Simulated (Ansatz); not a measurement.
The parent structure is AlAs in the wurtzite structure (space group P6_3mc, No. 186; a = 4.003 Å, c = 6.581 Å; a model cell, its experimental status unchecked).

The values are results of Ansatz (a first-principles code) PBEsol, no spin-orbit coupling, not measurements.

One change was made to it. Results:

```json
[
 {"quantity": "valence-band top at Γ (three highest levels, from the VBM)", "base": "0.00, 0.00, -0.13 eV", "after": "0.00, 0.00, -0.12 eV"},
 {"quantity": "width of the top valence band", "base": "2.53 eV", "after": "2.49 eV"},
 {"quantity": "density", "base": "3.70 g/cm³", "after": "3.65 g/cm³"}
]
```

What was done to the base?
A. pressure −1 GPa
B. pressure 60 GPa
C. pressure 45 GPa
D. pressure −2 GPa
E. pressure 9 GPa

A, pressure −1 GPa. For comparison, the density in the other runs: pressure 9 GPa gives 4.10 g/cm³; pressure −2 GPa gives 3.60 g/cm³; pressure 45 GPa gives 5.11 g/cm³; pressure 60 GPa gives 5.43 g/cm³.

The levels and masses belong to the bands next to the band gap. Load acts through the strain it causes; cell and atoms are relaxed under it. Stability against distortions was not tested. No other phases were tried under pressure. This is not the structure that AlAs has at room temperature and ambient pressure.
